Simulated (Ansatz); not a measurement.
A (11,11) blue phosphorus nanotube has 44 atoms in a period of 3.282 Å, a mean diameter of 19.97 Å, and lies 17 meV/atom over the flat sheet relaxed at the same level.

Level of theory: PBE (plane waves to 420 eV, PAW; Ansatz, a quantum-chemistry and plane-wave program). Mesh 1×1×10. No spin polarisation. One-dimensional cell, images about 11 Å apart. A hypothetical model, rolled from the flat sheet. It keeps the symmetry and period of its start, so it need not be a minimum against all distortions.

Question: Which bending rigidity of the sheet does this imply in the thin-plate picture?

Answer: A plate bent to radius R stores D/(2R²) an area. The area an atom is π × 19.97 × 3.282/44 = 4.68 Å², so the stored energy is 0.017/4.68 = 0.0036 eV/Å². With R = 9.985 Å, D = 2R² × 0.0036 = 0.72 eV.
